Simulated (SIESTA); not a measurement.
# Input and output of a self-consistent single point for Rb2MnF5 (P4/mmm, 8 atoms in the cell) (SIESTA)

Method: GGA PBEsol, numerical atomic orbitals DZP, PseudoDojo PBEsol standard norm-conserving potentials (rewritten from UPF to PSML) in SIESTA.

Input as run:

```
# files in the folder: Rb.psml Mn.psml F.psml (PseudoDojo PBEsol standard)
SystemName  Rb2MnF5
SystemLabel rb2mnf5

NumberOfAtoms                8
NumberOfSpecies              3
%block ChemicalSpeciesLabel
  1 37 Rb
  2 25 Mn
  3 9 F
%endblock ChemicalSpeciesLabel
LatticeConstant              1.0 Ang
%block LatticeVectors
     5.985460000    0.000000000    0.000000000
     0.000000000    5.985460000    0.000000000
     0.000000000    0.000000000    4.163720000
%endblock LatticeVectors
AtomicCoordinatesFormat      Fractional
%block AtomicCoordinatesAndAtomicSpecies
     0.000000000    0.500000000    0.500000000  1
     0.500000000    0.000000000    0.500000000  1
     0.000000000    0.000000000    0.000000000  2
     0.000000000    0.000000000    0.500000000  3
     0.779480000    0.779480000    0.000000000  3
     0.220520000    0.220520000    0.000000000  3
     0.220520000    0.779480000    0.000000000  3
     0.779480000    0.220520000    0.000000000  3
%endblock AtomicCoordinatesAndAtomicSpecies

XC.functional                GGA
XC.authors                   PBEsol
PAO.BasisSize                DZP
PAO.EnergyShift              0.005 Ry
MeshCutoff                   350 Ry
%block kgrid.MonkhorstPack
    3   0   0  0.0
    0   3   0  0.0
    0   0   4  0.0
%endblock kgrid.MonkhorstPack
OccupationFunction           FD
ElectronicTemperature        0.05 eV
Spin                         polarized
%block DM.InitSpin
  1 +0.00
  2 +0.00
  3 +4.00
  4 +0.00
  5 +0.00
  6 +0.00
  7 +0.00
  8 +0.00
%endblock DM.InitSpin

MaxSCFIterations             150
SCF.Mixer.Method             Broyden
SCF.Mixer.Weight             0.1
SCF.Mixer.History            6
SCF.DM.Tolerance             1.0E-05
Diag.ParallelOverK           true
WriteForces                  true
Charge.Mulliken              end
```

Output, abridged:

```
reinit: Reading from file input.fdf

reinit: System Name: Rb2MnF5
reinit: System Label: rb2mnf5

NOTE on units for spin output:
{S} is the spin magnetic moment, in units of the Bohr magneton,
assuming a g-factor for the electron spin of exactly 2.
The spin magnetic moment is then numerically equal to the charge inbalance,
in units of electrons, between the spin-up and -down channels.

coor:   Atomic-coordinates input format  =     Fractional

siesta: Atomic coordinates (Bohr) and species
siesta:      0.00000   5.65544   3.93415  1        1
siesta:      5.65544   0.00000   3.93415  1        2
siesta:      0.00000   0.00000   0.00000  2        3
siesta:      0.00000   0.00000   3.93415  3        4
siesta:      8.81660   8.81660   0.00000  3        5
siesta:      2.49428   2.49428   0.00000  3        6
siesta:      2.49428   8.81660   0.00000  3        7
siesta:      8.81660   2.49428   0.00000  3        8

siesta: System type = bulk

initatomlists: Number of atoms, orbitals, and projectors:      8   102   119

siesta: ******************** Simulation parameters ****************************
redata: Spin configuration                          = collinear
redata: Time-Reversal Symmetry                      = T
redata: Number of Atomic Species                    =        3
redata: Mesh Cutoff                                 =   350.0000 Ry
redata: Net charge of the system                    =     0.0000 |e|
redata: Min. number of SCF Iter                     =        0
redata: Max. number of SCF Iter                     =      150
redata: SCF convergence failure will abort job
redata: SCF mix quantity                            = Hamiltonian
redata: Mix DM or H after convergence               =   F
redata: Recompute H after scf cycle                 =   F
redata: Mix DM in first SCF step                    =   T
redata: No kicks to SCF
redata: DM Mixing Weight for Kicks                  =     0.5000
   [... lines left out ...]
diag: Used triangular part                          = Lower
diag: Absolute tolerance                            =  0.100E-15
diag: Orthogonalization factor                      =  0.100E-05
diag: Memory factor                                 =  1.0000

superc: Internal auxiliary supercell:     5 x     5 x     7  =     175
superc: Number of atoms, orbitals, and projectors:   1400  17850  20825

                        Single-point calculation

superc: Internal auxiliary supercell:     5 x     5 x     7  =     175
superc: Number of atoms, orbitals, and projectors:   1400  17850  20825

outcell: Unit cell vectors (Ang):
        5.985460    0.000000    0.000000
        0.000000    5.985460    0.000000
        0.000000    0.000000    4.163720

outcell: Cell vector modules (Ang)   :    5.985460    5.985460    4.163720
outcell: Cell angles (23,13,12) (deg):     90.0000     90.0000     90.0000
outcell: Cell volume (Ang**3)        :    149.1683
new_DM -- step:     1
Initializing Density Matrix...

Attempting to read DM from file... Failed...
DM filled with atomic data (user-defined):

InitMesh: MESH = 72 x 72 x 48 = 248832
InitMesh: Mesh cutoff (required, used) =   350.000   367.300 Ry

stepf: Fermi-Dirac step function
        iscf     Eharris(eV)        E_KS(eV)     FreeEng(eV)     dDmax    Ef(eV) dHmax(eV)
   scf:    1    -7747.428430    -7768.554727    -7768.574423  0.812965 -2.601233 19.804057
     spin moment: {S} , |S| = {        0.0        0.0    3.91421 }     3.91421
   scf:    2    -7780.007601    -7774.731361    -7774.743981  0.178258 -3.758798 12.434705
     spin moment: {S} , |S| = {        0.0        0.0    4.00000 }     4.00000
   scf:    3    -7781.024584    -7779.654801    -7779.666044  0.273664 -5.581434  1.640593
     spin moment: {S} , |S| = {        0.0        0.0    4.00000 }     4.00000
   scf:    4    -7779.678725    -7779.677258    -7779.693151  0.013312 -5.359911  0.938025
     spin moment: {S} , |S| = {        0.0        0.0    4.00000 }     4.00000
   scf:    5    -7779.737197    -7779.715352    -7779.734620  0.022206 -5.293229  0.398878
     spin moment: {S} , |S| = {        0.0        0.0    4.00000 }     4.00000
   scf:    6    -7779.479906    -7779.634578    -7779.652480  0.027551 -4.901127  1.933643
   [... lines left out ...]
   scf:   17    -7779.732454    -7779.732450    -7779.749609  0.000031 -5.098371  0.000817
     spin moment: {S} , |S| = {        0.0        0.0    4.00000 }     4.00000
   scf:   18    -7779.732457    -7779.732454    -7779.749609  0.000023 -5.098313  0.000698
     spin moment: {S} , |S| = {        0.0        0.0    4.00000 }     4.00000
   scf:   19    -7779.732460    -7779.732457    -7779.749609  0.000019 -5.098266  0.000594
     spin moment: {S} , |S| = {        0.0        0.0    4.00000 }     4.00000
   scf:   20    -7779.732462    -7779.732459    -7779.749609  0.000016 -5.098221  0.000510
     spin moment: {S} , |S| = {        0.0        0.0    4.00000 }     4.00000
   scf:   21    -7779.732463    -7779.732461    -7779.749609  0.000012 -5.098189  0.000439
     spin moment: {S} , |S| = {        0.0        0.0    4.00000 }     4.00000
   scf:   22    -7779.732464    -7779.732463    -7779.749609  0.000009 -5.098166  0.000380
     spin moment: {S} , |S| = {        0.0        0.0    4.00000 }     4.00000
SCF Convergence by DM+H criterion
max |DM_out - DM_in|         :     0.0000087592
max |H_out - H_in|      (eV) :     0.0003802387
SCF cycle converged after 22 iterations

Using DM_out to compute the final energy and forces

siesta: E_KS(eV) =            -7779.7325

siesta: E_KS - E_eggbox =     -7779.7325

siesta: Atomic forces (eV/Ang):
     1   -0.000000    0.000000   -0.000000
     2   -0.000000    0.000000   -0.000000
     3    0.000000   -0.000000   -0.000000
     4   -0.000000   -0.000000   -0.000000
     5    0.005317    0.005317    0.000000
     6   -0.005317   -0.005317    0.000000
     7   -0.005317    0.005317    0.000000
     8    0.005317   -0.005317    0.000000
   Tot    0.000000   -0.000000   -0.000000
   Max    0.005317
   Res    0.003070    sqrt( Sum f_i^2 / 3N )
   Max    0.005317    constrained

Stress tensor Voigt[x,y,z,yz,xz,xy] (kbar):        2.52        2.52       13.06       -0.00        0.00       -0.00
(Free)E + p*V (eV/cell)    -7780.3114
Target enthalpy (eV/cell)    -7779.7496

siesta: Program's energy decomposition (eV):
siesta: Ebs     =     -1444.647861
siesta: Eions   =     10997.854106
siesta: Ena     =      1518.983906
siesta: Ekin    =      3915.635888
siesta: Enl     =      -623.247060
siesta: Eso     =         0.000000
siesta: Edftu   =         0.000000
siesta: DEna    =        20.373514
siesta: DUscf   =         2.641702
siesta: DUext   =         0.000000
siesta: Ex      =     -1509.872330
siesta: Ec      =      -106.393978
siesta: Exc     =     -1616.266308
siesta: Eharris =     -7779.732464
siesta: Etot    =     -7779.732463
siesta: FreeEng =     -7779.749609

siesta: Stress tensor (static) (eV/Ang**3):
siesta:     0.001575   -0.000000    0.000000
siesta:    -0.000000    0.001575   -0.000000
siesta:     0.000000   -0.000000    0.008149

siesta: Cell volume =        149.168314 Ang**3

siesta: Pressure (static):
siesta:                Solid            Molecule  Units
siesta:          -0.00004102         -0.00004275  Ry/Bohr**3
siesta:          -0.00376608         -0.00392510  eV/Ang**3
siesta:          -6.03392940         -6.28870002  kBar

mulliken: Atomic and Orbital Populations:

   [... lines left out ...]
   2  4.151   0.972   0.019   0.058   0.982   0.978   0.985   0.043   0.065
              0.048

Species: Mn
Atom  Qatom  Qorb
               3s      4s      4s      3py     3pz     3px     4py     4pz
               4px     3dxy    3dyz    3dz2    3dxz    3dx2-y2 3dxy    3dyz
               3dz2    3dxz    3dx2-y2
   3  5.098   0.988   0.207  -0.066   0.995   0.997   0.995   0.099   0.110
              0.099   0.245   0.101   0.170   0.101   0.132   0.000  -0.018

             -0.021  -0.018  -0.021

Species: F
Atom  Qatom  Qorb
               2s      2s      2py     2pz     2px     2py     2pz     2px
               3Pdxy   3Pdyz   3Pdz2   3Pdxz   3Pdx2-y2
   4  3.706   0.944  -0.002   1.079   0.939   1.079  -0.130  -0.080  -0.130
              0.001   0.001   0.002   0.001   0.001
   5  3.723   0.953  -0.002   1.016   1.045   1.016  -0.099  -0.112  -0.099
   [... 7 lines left out ...]

mulliken: Qtot =       32.000

Mulliken Atomic Populations:
Atom #   charge [q] valence [e]      Sz [e]  Species
     1     0.702213    8.297787   -0.004818  Rb
     2     0.702213    8.297787   -0.004818  Rb
     3     0.983146   14.016854    3.821794  Mn
     4    -0.494429    7.494429    0.082310  F
     5    -0.473286    7.473286    0.026383  F
     6    -0.473286    7.473286    0.026383  F
     7    -0.473286    7.473286    0.026383  F
     8    -0.473286    7.473286    0.026383  F
 Total     0.000000                4.000000
```

The run converged in 22 iterations.

The starting cell comes from a database of computed structures (which also holds hypothetical and non-ambient phases and stackings), without a prior relaxation at this level. With one magnetic atom in the cell only a parallel order is possible. Values carry the incompleteness of an atom-centred basis.

Cost on one core of a shared machine: roughly 2 min.
